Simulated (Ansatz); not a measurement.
Consider CdS in the wurtzite structure (space group P6_3mc, No. 186; a = 4.074 Å, c = 6.637 Å). Axes: x lies along a and z along c of the hexagonal cell.

Structures relaxed with DFT with LDA, PAW potentials and a 420 eV plane-wave cutoff in Ansatz (a program for electronic structure), scalar-relativistic without spin-orbit coupling.

Base:

Simulated powder pattern, Cu Kα1, λ = 1.54056 Å (kinematic, ideal powder, no thermal factors, no anomalous dispersion; the 8 strongest lines at most, above 2 %, up to 2θ = 90°):

```
2θ (°)  I/Imax (%)    hkl
------  ----------  -----
25.22           59  (100)
26.84           43  (002)
28.63          100  (101)
37.16           27  (102)
44.44           48  (110)
48.53           49  (103)
52.68           38  (112)
84.82           19  (213)
```

After one change:

Simulated powder pattern, Cu Kα1, λ = 1.54056 Å (kinematic, ideal powder, no thermal factors, no anomalous dispersion; the 8 strongest lines at most, above 2 %, up to 2θ = 90°):

```
2θ (°)  I/Imax (%)
------  ----------
25.22           60
27.18           44
28.71          100
37.41           27
44.44           49
48.98           48
52.87           39
85.16           19
```

**Question.** Which change produced these results?
A) uniaxial strain ε_zz = −1.20 %
B) uniaxial strain ε_zz = −3.00 %
C) uniaxial strain ε_zz = −2.40 %
D) uniaxial strain ε_zz = −0.60 %

**Answer.** A, uniaxial strain ε_zz = −1.20 %. Its volume per atom is 23.56 Å³ against 23.85 Å³, and its space group is P6_3mc (No. 186).

No phonon test of stability was made.
